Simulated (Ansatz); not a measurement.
MoSe2 (R3m, No. 160, 3 atoms in the cell; start mp-7581; a measured phase of this formula has another space group) was calculated with LDA (plane waves, PAW; Ansatz, a program for electronic structure).

Numerical settings: plane-wave cutoff 520 eV, 12×12×12 k mesh, Fermi–Dirac smearing 0.01 eV, no spin polarisation, scalar-relativistic PAW data made under PBE.

Cell (relaxed at this level):

```
MoSe2
1.0
    1.62659     0.93911     6.34369
   -1.62659     0.93911     6.34369
    0.00000    -1.87822     6.34369
Mo Se
1 2
Direct
  0.33319   0.33319   0.33319
  0.57963   0.57963   0.57963
  0.75352   0.75352   0.75352
```

**Question.** What does this level give for the band gap, smallest direct gap on the k points sampled and Γ–Γ gap?

**Answer.** 
* **band gap**: 0.74 eV
* **smallest direct gap on the k points sampled**: 1.60 eV
* **Γ–Γ gap**: 3.19 eV

Spin–orbit coupling is not included.

Computing time: about 50 core-seconds (a rough figure).

A start named mp-… is a Materials Project structure, which need not be a measured phase.
